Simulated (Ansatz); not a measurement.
Take BP (space group P6_422, No. 181; a = 3.260 Å, c = 6.940 Å; a hypothetical phase, not in the database extracts checked) as the base. Axes: x lies along a and z along c of the hexagonal cell.

All numbers come from plane-wave PAW DFT at the PBEsol level (Ansatz, a first-principles code, 420 eV), scalar-relativistic without spin-orbit coupling.

Strains are applied to the cell and any free atomic positions relax; under biaxial strain the out-of-plane vector relaxes too.

One change was made to it. Results:

The pressure (mean of the normal stresses, compression positive) goes from zero to 4.0 GPa; the band gap remains zero.

### Question
Which of these changes matches the shifts?
A) tensor shear ε_xz = +2.72 %
B) biaxial strain −2.07 %, plane normal [001], relaxed out of plane
C) biaxial strain +4.01 %, plane normal [001], relaxed out of plane
D) isotropic strain −0.70 %

### Answer
D, isotropic strain −0.70 %. For comparison, the pressure in the other runs: tensor shear ε_xz = +2.72 % gives 0.5 GPa; biaxial strain +4.01 %, plane normal [001], relaxed out of plane gives -10.4 GPa; biaxial strain −2.07 %, plane normal [001], relaxed out of plane gives 6.6 GPa.

The mesh was chosen for an insulator and is coarse for the gapless case. Whether these cells are dynamically stable was not tested. The base started in P3_121 and relaxed to P6_422 at this level. The final runs are not spin-polarised. A zero or small gap of BP can be the functional's error rather than a property of the material.
